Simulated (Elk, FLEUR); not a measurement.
An Elk input for a self-consistent single point of YbH₂ (Fm-3m, 3 atoms in the cell) (DFT, LDA (PW92), all-electron FP-LAPW, Elk's shipped species files, default APW+lo basis):

```
tasks
  0

rmtscf
  0.99

swidth
  0.00183747

maxscl
  100

scale
  1.889726125

avec
    0.0000000000    2.7004250000    2.7004250000
    2.7004250000    0.0000000000    2.7004250000
    2.7004250000    2.7004250000    0.0000000000

atoms
  2
  'Yb.in'
  1
  0.0000000000  0.0000000000  0.0000000000    0.0 0.0 0.0
  'H.in'
  2
  0.7500000000  0.7500000000  0.7500000000    0.0 0.0 0.0
  0.2500000000  0.2500000000  0.2500000000    0.0 0.0 0.0

ngridk
  9 9 9
```

Write the same calculation as an input for FLEUR.

This is the input that was run; spellings and numerical settings could be chosen otherwise.

Input of the input generator:

```
YbH2
&input film=f /
-0.0000000000 5.1030636701 5.1030636701
5.1030636701 -0.0000000000 5.1030636701
5.1030636701 5.1030636701 -0.0000000000
1.0
1.0 1.0 1.0

3
70 0.0000000000 0.0000000000 0.0000000000
1 0.7500000000 0.7500000000 0.7500000000
1 0.2500000000 0.2500000000 0.2500000000

&comp jspins=1 /
&exco xctyp='pz' /
&kpt div1=9 div2=9 div3=9 /
&end /
```

```xml
<?xml version="1.0" encoding="UTF-8" standalone="no"?>
<fleurInput fleurInputVersion="0.39">
   <comment>
      YbH2                                                                                                
   </comment>
   <calculationSetup>
      <cutoffs Kmax="4.7" Gmax="14.1" GmaxXC="14.1" numbands="0"/>
      <scfLoop itmax="100" minDistance="0.00001" maxIterBroyd="15" imix="Anderson" alpha="0.05" precondParam="0.0" spinf="2.0"/>
      <coreElectrons ctail="T" frcor="F" kcrel="0" coretail_lmax="0"/>
      <xcFunctional name="pz" relativisticCorrections="F"/>
      <magnetism jspins="1"/>
      <soc l_soc="F" theta="0.0" phi="0.0" spav="F"/>
      <expertModes spex="0" secvar="F"/>
      <geometryOptimization l_f="T" forcealpha="1.0" forcemix="BFGS" epsdisp="0.00001" epsforce="0.00001"/>
      <ldaU l_linMix="F" mixParam="0.05" spinf="1.0"/>
   </calculationSetup>
   <cell>
      <bzIntegration valenceElectrons="26.0" mode="hist" fermiSmearingEnergy="0.00183747">
         <kPointListSelection listName="default-1"/>
         <!-- k-points included here -->
         <xi:include xmlns:xi="http://www.w3.org/2001/XInclude" href="kpts.xml"> </xi:include>
      </bzIntegration>
      <!-- symmetry operations included here -->
      <xi:include xmlns:xi="http://www.w3.org/2001/XInclude" href="sym.xml"> </xi:include>
      <bulkLattice scale="1.0">
         <bravaisMatrix>
            <row-1>    0.0000000000000000     5.1030636701000001     5.1030636701000001</row-1>
            <row-2>    5.1030636701000001     0.0000000000000000     5.1030636701000001</row-2>
            <row-3>    5.1030636701000001     5.1030636701000001     0.0000000000000000</row-3>
         </bravaisMatrix>
      </bulkLattice>
   </cell>
   <atomSpecies>
      <species name="Ytterbium (Yb)" element="Yb" atomicNumber="70">
         <mtSphere radius="2.68" gridPoints="925" logIncrement="0.014"/>
         <atomicCutoffs lmax="10" lnonsphr="8"/>
         <electronConfig flipSpins="F">
            <coreConfig>(1s1/2) (2s1/2) (2p1/2) (2p3/2) (3s1/2) (3p1/2) (3p3/2) (4s1/2) (3d3/2) (3d5/2) (4p1/2) (4p3/2) (4d3/2) (4d5/2)</coreConfig>
            <valenceConfig>(5s1/2) (5p1/2) (5p3/2) (6s1/2) (4f5/2) (4f7/2)</valenceConfig>
         </electronConfig>
         <energyParameters s="6" p="6" d="5" f="4"/>
         <lo type="SCLO" l="0" n="5" eDeriv="0"/>
         <lo type="SCLO" l="1" n="5" eDeriv="0"/>
      </species>
      <species name="Hydrogen (H)" element="H" atomicNumber="1">
         <mtSphere radius="1.25" gridPoints="433" logIncrement="0.019"/>
         <atomicCutoffs lmax="6" lnonsphr="4"/>
         <electronConfig flipSpins="F">
            <coreConfig></coreConfig>
            <valenceConfig>(1s1/2)</valenceConfig>
            <stateOccupation state="(1s1/2)" spinUp="0.5" spinDown="0.5"/>
         </electronConfig>
         <energyParameters s="1" p="2" d="3" f="4"/>
      </species>
   </atomSpecies>
   <atomGroups>
      <atomGroup species="Ytterbium (Yb)">
         <relPos label="                   1">.0000000000 .0000000000 .0000000000</relPos>
         <force calculate="T" relaxXYZ="TTT"/>
      </atomGroup>
      <atomGroup species="Hydrogen (H)">
         <relPos label="                   2">-1.000/4.000 -1.000/4.000 -1.000/4.000</relPos>
         <relPos label="                   3">1.000/4.000 1.000/4.000 1.000/4.000</relPos>
         <force calculate="T" relaxXYZ="TTT"/>
      </atomGroup>
   </atomGroups>
   <output dos="F" band="F" slice="F">
      <checks vchk="F" cdinf="F"/>
      <bandDOS minEnergy="-.5*Htr" maxEnergy="0.5*Htr" sigma="0.015" storeEVData="T"/>
      <vacuumDOS vacdos="F" integ="F" star="F" nstars="0" locx1="0.0" locy1="0.0" locx2="0.0" locy2="0.0" nstm="0" tworkf="0.0"/>
      <unfoldingBand unfoldBand="F" supercellX="1" supercellY="1" supercellZ="1"/>
      <plotting iplot="0" polar="F">
         <plot TwoD="T" vec1="  1.0  0.0  0.0" vec2="  0.0  1.0  0.0" vec3="  0.0  0.0  1.0" zero="  0.0  0.0  0.0" file="plot"/>
      </plotting>
      <chargeDensitySlicing numkpt="0" minEigenval="0.0" maxEigenval="0.0" nnne="0" pallst="F"/>
      <specialOutput eonly="F"/>
      <magneticCircularDichroism mcd="F" energyLo="-10.0" energyUp="0.0"/>
   </output>
  <!-- We include the file relax.xml here to enable relaxations (see documentation) -->
  <xi:include xmlns:xi="http://www.w3.org/2001/XInclude" href="relax.xml"> <xi:fallback/> </xi:include>
</fleurInput>
```

Basis settings and potentials, where a program has them, do not carry over. This input uses DFT, LDA (Perdew-Zunger), all-electron FLAPW (FLEUR), scalar-relativistic valence. LDA parametrisations can differ slightly between programs.

The starting cell comes from a database of computed structures (which also holds hypothetical and non-ambient phases and stackings), without a prior relaxation at this level.
